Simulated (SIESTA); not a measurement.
Worked example: self-consistent single point of Pb (Fm-3m, 1 atom in the cell) in SIESTA.

Computed with SIESTA with GGA PBE, numerical atomic orbitals DZP, PseudoDojo PBE standard norm-conserving potentials (rewritten from UPF to PSML).

```xyz
1
Lattice="0.0000 2.4676 2.4676 2.4676 0.0000 2.4676 2.4676 2.4676 0.0000" Properties=species:S:1:pos:R:3 pbc="T T T"
Pb     0.0000     0.0000     0.0000
```

Reference input (self-consistent single point, DFT, GGA PBE, numerical atomic orbitals DZP, PseudoDojo PBE standard norm-conserving potentials (rewritten from UPF to PSML)): XC.functional = GGA; XC.authors = PBE; potentials = PseudoDojo PBE standard; PAO.BasisSize = DZP; PAO.EnergyShift = 0.01 Ry; MeshCutoff = 300 Ry; kgrid.MonkhorstPack = 12 12 12; OccupationFunction = MP; OccupationMPOrder = 0; ElectronicTemperature = 100 meV; MaxSCFIterations = 150; SCF.Mixer.Method = Pulay. This run's input differs from it in these lines:

```diff
@@ -26,9 +26,8 @@
 %block kgrid.MonkhorstPack
-   12   0   0  0.0
-    0  12   0  0.0
-    0   0  12  0.0
+   20   0   0  0.0
+    0  20   0  0.0
+    0   0  20  0.0
 %endblock kgrid.MonkhorstPack
-OccupationFunction           MP
-OccupationMPOrder            0
-ElectronicTemperature        100.0 meV
+OccupationFunction           FD
+ElectronicTemperature        200.0 meV
```

The program printed (abridged):

```
        iscf     Eharris(eV)        E_KS(eV)     FreeEng(eV)     dDmax    Ef(eV) dHmax(eV)
   scf:    1    -1901.110738    -1900.615519    -1900.681350  0.564680 -2.884966  2.634982
   scf:    2    -1900.758498    -1900.688806    -1900.754684  0.056854 -2.948214  1.888450
   scf:    3    -1900.816633    -1900.762682    -1900.828719  0.117485 -3.106493  0.037220
   scf:    4    -1900.762392    -1900.762570    -1900.828613  0.005961 -3.119320  0.077429
   scf:    5    -1900.762811    -1900.762708    -1900.828739  0.004338 -3.114689  0.000892
   scf:    6    -1900.762707    -1900.762708    -1900.828739  0.000057 -3.114746  0.000065
mix: Pulay -- inversion failed, > SVD [rank/size] 3 / 5
   scf:    7    -1900.762708    -1900.762708    -1900.828739  0.000002 -3.114749  0.000037
SCF Convergence by DM+H criterion
max |DM_out - DM_in|         :     0.0000020391
max |H_out - H_in|      (eV) :     0.0000367125
SCF cycle converged after 7 iterations

Using DM_out to compute the final energy and forces

siesta: E_KS(eV) =            -1900.7627

siesta: E_KS - E_eggbox =     -1900.7627

siesta: Atomic forces (eV/Ang):
     1    0.000000   -0.000000   -0.000000
   Tot    0.000000   -0.000000   -0.000000
   Max    0.000000
   Res    0.000000    sqrt( Sum f_i^2 / 3N )
   Max    0.000000    constrained

Stress tensor Voigt[x,y,z,yz,xz,xy] (kbar):      -45.07      -45.07      -45.07       -0.18       -0.18       -0.18
(Free)E + p*V (eV/cell)    -1899.9833
Target enthalpy (eV/cell)    -1900.8287

siesta: Program's energy decomposition (eV):
siesta: FreeEng =     -1900.828739

siesta: Stress tensor (static) (eV/Ang**3):
   [... lines left out ...]
siesta: Cell volume =         30.049765 Ang**3
siesta:          45.07482968         45.07482968  kBar
   [... lines left out ...]
               5dxy    5dyz    5dz2    5dxz    5dx2-y2 6dxy    6dyz    6dz2
               6dxz    6dx2-y2
   1 14.000   1.584   0.117   0.602   0.602   0.602   0.068   0.068   0.068
              1.982   1.982   1.994   1.982   1.994   0.075   0.075   0.065

              0.075   0.065

mulliken: Qtot =       14.000

Mulliken Atomic Populations:
Atom #   charge [q] valence [e]  Species
     1     0.000000   14.000000  Pb
 Total     0.000000
```

The run converged in 7 iterations. Against the reference run the free energy goes down by 46.3 meV/atom and the pressure goes from 4.66 to 4.51 GPa.

The starting cell has typed, rounded lattice constants, without a prior relaxation at this level. Its lattice was rescaled by up to half a per cent. Values carry the incompleteness of an atom-centred basis. With a pressure of about 5 GPa the cell is away from its equilibrium volume at this level.

Cost on one core of a shared machine: roughly 60 s.
